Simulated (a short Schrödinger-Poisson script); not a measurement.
Stack: MOS inversion layer, SiO2 on p-type Si(100), at 300 K.

| layer | material | thickness (nm) | Na (cm⁻³) |
|---|---|---|---|
| 1 | SiO2 | 2.4 | - |
| 2 | Si | 310 | 1.9e18 |

Constants are typed, rounded textbook-type inputs, not results; the design itself was drawn at random and stands for no fabricated device. SiO2: permittivity 3.9, conduction-band edge (eV) 3.15, gap (eV) 9, electron mass (mₑ) 0.5. Si: permittivity 11.7, conduction-band edge (eV) 0, gap (eV) 1.124, Nv at 300 K (cm⁻³) 3.1e19.

Channel valleys (confinement mass, in-plane density-of-states mass, number): Δ2 0.916, 0.19, 2; Δ4 0.19, 0.417, 4. At the gate the conduction-band edge of layer 1 lies 3.74 eV − eVg above the Fermi level of the channel; the field vanishes at the back. Gaps are held at their typed values at every temperature. Mesh 0.03 nm at interfaces.

Solved with a short Schrödinger-Poisson script written for these runs: 1D Poisson equation in equilibrium, electrons quantum, Hartree (BenDaniel-Duke, 12 states a valley, the channel's in-plane mass for all, wave functions free to enter the dielectric), parabolic valleys, classical holes, full ionisation, no traps, pinning or gate leakage.

The same stack at other levels of the model or other numerical settings:

| run | sheet density of all electrons at Vg = 2.6 V (cm⁻²) | sheet density of all electrons at Vg = 1.4 V (cm⁻²) | capacitance at Vg = 2.6 V (μF/cm²) | centroid of the channel electrons at Vg = 2.6 V (nm) | rough cost against the base |
|---|---|---|---|---|---|
| base | 9.99e12 | 9.85e11 | 1.27 | 1.09 | about 1 |
| electrons treated as classical, Boltzmann | 1.21e13 | 1.98e12 | 1.39 | 0.23 | 0.03 |
| electrons treated as classical, Fermi-Dirac | 1.15e13 | 1.89e12 | 1.33 | 0.40 | 0.2 |
| mesh six times as coarse | 9.97e12 | 9.77e11 | 1.26 | 1.09 | 0.2 |
| one subband a valley | 9.99e12 | 9.82e11 | 1.27 | 1.08 | 0.4 |

The classical rows ignore confinement, and Boltzmann statistics overrate the density once the band edge passes the Fermi level.
